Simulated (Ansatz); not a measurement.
**Na₂CO₃ (space group C2/m, No. 12)**

Na₂CO₃ has the monoclinic space group C2/m (No. 12), Pearson symbol mS24. Lattice parameters: a = 8.844 Å, b = 5.282 Å, c = 6.022 Å, α = 90.00°, β = 102.76°, γ = 90.00°. Na1 on 4i is coordinated by 7 O at 2.556–2.702 Å and 2 O at 2.887 Å. Na2 on 2a has 6 O at 2.326–2.341 Å (octahedral). Na3 on 2c sees 4 O at 2.287 Å and 2 O at 2.408 Å (octahedral). C on 4i is surrounded by 3 O at 1.291 Å (trigonal planar). O1 on 4i sees 1 C at 1.291 Å and 2 Na at 2.326–2.408 Å and 1 Na at 2.556 Å and 2 Na at 2.702 Å. O2 on 8j sees 1 C at 1.293 Å and 2 Na at 2.287–2.341 Å and 2 Na at 2.579–2.609 Å and 1 Na at 2.887 Å. (Neighbours: up to the widest gap in distance over summed covalent radii, below 1.35, at either atom; cation-cation and far metal-metal contacts left out.)
(The calculation used a cell of 12 atoms; values per cell refer to that cell.)

Calculations: PBEsol (Ansatz, an electronic-structure program), no spin-orbit coupling. Γ-centred 6×6×5 mesh, Fermi–Dirac width 0.05 eV.

```yaml
volume_per_atom: 11.43 Å³
density: 2.57 g/cm³
band_gap: 3.95 eV, indirect, A → Γ
Lowest conduction-band minima above the VBM: Γ 3.95 eV; Y₂ (1/2, 1/2, 0) 5.02 eV; M₂ (1/2, 1/2, 1/2) 5.04 eV
total_energy: -813.994 eV/atom (σ→0; compares only within this code and set-up)
```

Stability against distortions was not tested.
